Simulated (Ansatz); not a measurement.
End structure of the (110) surface of bcc W, one row in 2 of the top plane missing (bottom of the slab: a bare face, its two planes held):

```yaml
crystal:
  lattice:
    - [2.75768, 0.00000, 0.00000]
    - [-1.83845, 5.19992, 0.00000]
    - [0.00000, 0.00000, 27.50000]
  atoms:
    - { symbol: W, position: [0.50000, 0.25000, 0.29531] }
    - { symbol: W, position: [0.50000, 0.75000, 0.29531] }
    - { symbol: W, position: [0.00000, 0.50000, 0.37718] }
    - { symbol: W, position: [0.00000, 0.00000, 0.37718] }
    - { symbol: W, position: [0.49586, 0.75021, 0.45908] }
    - { symbol: W, position: [0.50414, 0.24979, 0.45908] }
    - { symbol: W, position: [0.00000, 0.00000, 0.54125] }
    - { symbol: W, position: [0.00000, 0.50000, 0.54002] }
    - { symbol: W, position: [0.49867, 0.25422, 0.62321] }
    - { symbol: W, position: [0.50133, 0.74578, 0.62321] }
    - { symbol: W, position: [0.00000, 0.00000, 0.69430] }
```

Model: 11-atom slab, 11.3 Å thick at the start with caps and adatoms (thin: gaps and levels are the slab's own), 14x7x1 mesh, Fermi-Dirac 0.1 eV, dipole correction, 4 atoms held, the rest relaxed; symmetry of the start imposed; no spin, no spin-orbit, no U. In PBE it is, or lies within 0.01 eV a 1x1 cell of, the lowest of the 2 structures of its composition computed so far; subsurface sites and larger cells were not tried.

Task: Predict the work function of the top face from PBE (Ansatz, a program for electronic structure).

Result: 3.76 eV
